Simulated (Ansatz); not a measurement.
Be5Sc (P6/mmm), PBEsol, DFPT electron-phonon coupling, linearised Boltzmann equation (Ansatz, an electronic-structure program): phonon-limited resistivity 12.6 μΩ·cm at 300 K along y (a = (4.49, 0.00, 0.00) Å; b = (-2.25, 3.89, 0.00) Å; c = (0.00, 0.00, 3.51) Å), 19.3 μΩ·cm at 400 K, current-weighted mean free path 10.8 nm, Drude plasma energy 4.96 eV.

**Question.** What Drude relaxation time do resistivity and plasma energy imply?

**Answer.** ω_p = 7.54e15 s⁻¹, so τ = 1/(ε₀ ω_p² ρ) = 15.8 fs, a damping ħ/τ of 41.7 meV.

**Question.** What temperature coefficient of resistance follows, and how does it compare with 1/T?

**Answer.** (ρ₄₀₀ − ρ₃₀₀)/(100 K × ρ₃₀₀) = 5.32×10⁻³ K⁻¹, against 1/T = 3.33×10⁻³ K⁻¹ for a resistivity proportional to T. It lies higher because phonons are still being populated at 300 K; impurities would add a constant and lower it.

**Question.** Estimate the electronic thermal conductivity at 300 K by the Wiedemann-Franz law (L₀ = 2.44×10⁻⁸ W·Ω/K²).

**Answer.** L₀T/ρ = 2.44×10⁻⁸ × 300/(12.6×10⁻⁸) = 58.1 W/(m·K). Inelastic scattering puts the true Lorenz number somewhat under L₀ near and below the Debye temperature.

A metal at this level (no band gap). Only scattering by harmonic phonons is included (no impurities, grain boundaries, electron-electron scattering or thermal expansion). Spin-orbit coupling is left out. Halving the electron mesh (24x24x24) moves the resistivity by up to 7 % at 300 K, the mean free path by up to 9 %. Smearing 0.20 eV; phonons on a 4x4x4 q mesh, which this run doesn't test.

Computed structure with no diffraction record at hand here (it may be known, metastable or hypothetical): Be5Sc (P6/mmm).
